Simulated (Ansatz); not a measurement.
```yaml
crystal:
  lattice:
    - [0.00000, 2.26824, 2.26824]
    - [2.26824, 0.00000, 2.26824]
    - [2.26824, 2.26824, 0.00000]
  atoms:
    - { symbol: Na, position: [0.00000, 0.00000, 0.00000] }
    - { symbol: F, position: [0.50000, 0.50000, 0.50000] }
```

No spin polarisation.

Computed with PBEsol (Ansatz, a quantum-chemistry and plane-wave program; PAW; 420 eV plane waves; without spin-orbit coupling). Γ-centred 12×12×12 mesh, Fermi–Dirac width 0.05 eV.

Problem. Predict the space group, pressure and electron mass.

Solution. The space group is Fm-3m (No. 225). The pressure is 33.8 kbar and the electron mass is 0.56 mₑ (at Γ).

The levels and masses belong to the bands next to the band gap. The cells carry an imposed strain or load. Masses are band curvatures over ±0.01 Å⁻¹ around the edge. Stability against distortions was not tested. The cell was made from NaF in the rock salt structure (space group Fm-3m, No. 225) by this change: isotropic strain −2.00 %.
